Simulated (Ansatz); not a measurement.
Base system: BN in the zinc blende structure (space group F-43m, No. 216; a = 3.6051 Å).

Modification: every N is replaced by I, then cell and atoms are relaxed.

Levels (all Ansatz, a program for electronic structure, PAW, earlier PAW set): PBEsol (420 eV, without spin-orbit coupling); r2SCAN (500 eV, spin-orbit coupling left out); PBEsol+SOC (420 eV, with spin-orbit coupling).

One geometry, relaxed with PBEsol, under each level:

```tsv
level	band gap	electron mass	pressure
PBEsol	zero	–	0.0 GPa
r2SCAN	?	?	?
PBEsol+SOC	zero	–	0.0 GPa
```

Task: Give the withheld r2SCAN results.

Result: 
- r2SCAN, band gap: 0.15 eV
- r2SCAN, electron mass: 1.7 mₑ along k, 0.42 mₑ across (at X)
- r2SCAN, pressure: 2.1 GPa

Single points use the geometry relaxed with PBEsol. Their cutoffs differ, which shifts pressures a little. The spin-orbit shifts are approximate. Spin-orbit coupling, missing from the scalar runs, can matter with I. Effective masses come from finite differences of ±0.01 Å⁻¹. Along k means along the line from Γ to the band edge. Stability against distortions was not tested. As relaxed here, BI is a hypothetical phase, not in the database extracts checked. The runs without spin-orbit coupling are not spin-polarised. The zero or small gap of BI can change with the level of theory.
